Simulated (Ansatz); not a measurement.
The parent structure is Ge in the diamond structure (space group Fd-3m, No. 227).

```cif
data_Ge8
_chemical_formula_sum 'Ge8'
_space_group_name_H-M_alt 'Fd-3m :1'
_space_group_IT_number 227
_space_group_name_Hall 'F 4d 2 3 -1d'
_cell_length_a 5.67439
_cell_length_b 5.67439
_cell_length_c 5.67439
_cell_angle_alpha 90.000
_cell_angle_beta 90.000
_cell_angle_gamma 90.000
loop_
_atom_site_label
_atom_site_type_symbol
_atom_site_symmetry_multiplicity
_atom_site_Wyckoff_symbol
_atom_site_fract_x
_atom_site_fract_y
_atom_site_fract_z
_atom_site_occupancy
Ge1 Ge 8 a 0.00000 0.00000 0.00000 1
```
(The calculation used a cell of 2 atoms; values per cell refer to that cell.)

The values are results of Ansatz (a program for electronic structure) r2SCAN, no SOC, not measurements.

One change was made to it. Results:

```json
[
 {"quantity": "band gap", "base": "0.36 eV", "after": "zero"},
 {"quantity": "density", "base": "5.28 g/cm³", "after": "5.39 g/cm³"}
]
```

Task: Which change produced these results?
A. Ge → Si
B. Ge → Cd
C. Ge → C

Result: B, Ge → Cd. For comparison, the band gap in the other runs: Ge → C gives 4.36 eV; Ge → Si gives 0.78 eV.

Whether these cells are dynamically stable was not tested. As relaxed here, Cd is a hypothetical phase, not in the database extracts checked.
